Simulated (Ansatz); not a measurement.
## Pressure series in TaAgO3

Take TaAgO3 (space group R-3c, No. 167; a = 5.477 Å, c = 13.804 Å (hexagonal axes); a cell from a computed database, its experimental status unchecked) as the base.

Cell and atoms are relaxed at each pressure.

Method: PBEsol (Ansatz, a quantum-chemistry and plane-wave program, PAW, no spin-orbit coupling).

| pressure (GPa) | volume per atom (Å³/atom) |
|---|---|
| -1 | 12.014 |
| 0 | 11.953 |
| 0.3 | ? |
| 0.7 | 11.912 |
| 1.5 | 11.864 |
| 3 | 11.779 |
| 5 | 11.671 |
| 7.5 | 11.543 |
| 10 | 11.423 |

**Question.** Fit the third-order Birch–Murnaghan form P(V) = (3B₀/2)[(V₀/V)^(7/3) − (V₀/V)^(5/3)]·[1 + (3/4)(B₀′ − 4)((V₀/V)^(2/3) − 1)] (squares taken in P) to the rows shown and predict the withheld row.

**Answer.** Least squares on the printed values gives V₀ = 11.953 Å³/atom, B₀ = 198 GPa, B₀′ = 4.8; this predicts 11.935 Å³/atom, and the run gives 11.936 Å³/atom, in agreement.

Load acts through the strain it causes; cell and atoms are relaxed under it. Stability against distortions was not tested. No other phases were tried under pressure.
